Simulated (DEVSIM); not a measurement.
System: abrupt In0.53Ga0.47As p-n junction, at 250 K.

Layer 1 from the left is In0.53Ga0.47As, thickness (μm) 1.50, Na (cm⁻³) 2.8e15, τn (s) 2.2e-9, τp (s) 2.2e-9. Layer 2 from the left is In0.53Ga0.47As, thickness (μm) 23.0, Nd (cm⁻³) 1.8e14, τn (s) 2.2e-9, τp (s) 6.6e-9.

Left contact: ohmic. Right contact: ohmic. Voltage is applied to the left contact. Recombination: SRH at mid-gap, Auger. Mobility is μmin + (μ − μmin)/(1 + (N/Nref)^α).

This is a model device: material constants are rounded textbook-type values typed into the input, and sizes, dopings and lifetimes were drawn at random. Values at 300 K; Nc and Nv go as T^1.5, mobilities as T to minus their exponent, the gap by Varshni's rule with the affinity fixed.

In0.53Ga0.47As: gap (eV) 0.74, affinity (eV) 4.51, permittivity 13.9, Nc (cm⁻³) 2.1e17, Nv (cm⁻³) 7.7e18, μn (cm²/Vs) 12000, μp (cm²/Vs) 300, μn,min 300, μp,min 10, Nref,n 1.3e17, Nref,p 4.9e17, αn 0.48, αp 0.4, T exponent of μn 1.6, T exponent of μp 1.6, Cn (cm⁶/s) 5e-29, Cp (cm⁶/s) 5e-29, Varshni α (eV/K) 0.00035, Varshni β (K) 190.

Q: Estimate by hand the built-in potential, the peak field at zero bias, the capacitance at -1.5 V, and compare with a numerical solution.

A: 
- Built-in potential: ni = √(Nc Nv) exp(−Eg/2kT) = 2.40e10 cm⁻³ with Eg = 0.755 eV; Vbi = kT/q ln(Na Nd/ni²) = 0.444 V; numerical 0.444 V.
- Peak field at zero bias: depletion approximation: W = √(2εVbi/(qN)) = 2.01 μm with N = 1.69e14 cm⁻³; field = 2Vbi/W = 4420 V/cm; numerical 4420 V/cm.
- Capacitance at -1.5 V: C = √(qεN / 2(Vbi + |V|)) = 2.93 nF/cm²; numerical 2.96 nF/cm² (estimate below by 1.1 %).

Simulated with DEVSIM: 1D drift-diffusion, Boltzmann statistics, complete ionisation; no tunnelling, impact ionisation, image-force lowering or self-heating.
